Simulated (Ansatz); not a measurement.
SrTiO₃ (I4/mcm, No. 140, 10 atoms in the cell; start mp-4651)

All values below come from r²SCAN+SOC (plane waves, PAW; Ansatz, a program for electronic structure).

Run with plane-wave cutoff 560 eV, 10×10×10 k mesh, Fermi–Dirac smearing 0.01 eV, PAW data made under PBE.

Cell (relaxed with PBEsol):

```cif
data_O12Sr4Ti4
_chemical_formula_sum 'Sr4 Ti4 O12'
_space_group_name_H-M_alt 'I4/mcm'
_space_group_IT_number 140
_space_group_name_Hall '-I 4 2c'
_cell_length_a 5.48735
_cell_length_b 5.48735
_cell_length_c 7.80826
_cell_angle_alpha 90.000
_cell_angle_beta 90.000
_cell_angle_gamma 90.000
loop_
_atom_site_label
_atom_site_type_symbol
_atom_site_symmetry_multiplicity
_atom_site_Wyckoff_symbol
_atom_site_fract_x
_atom_site_fract_y
_atom_site_fract_z
_atom_site_occupancy
Sr1 Sr 4 b 0.00000 0.50000 0.25000 1
Ti1 Ti 4 c 0.00000 0.00000 0.00000 1
O1 O 8 h 0.22541 0.27459 0.00000 1
O2 O 4 a 0.00000 0.00000 0.25000 1
```
(The calculation used a cell of 10 atoms; values per cell refer to that cell.)

For SrTiO₃ (I4/mcm, No. 140, 10 atoms in the cell; start mp-4651), the band gap is 2.38 eV (direct).

Note: cell and atoms aren't relaxed at this level (largest force component 0.02 eV/Å, pressure 2.4 GPa).

It cost roughly 24 core-minutes of CPU time.

A start named mp-… is a Materials Project structure, which need not be a measured phase.
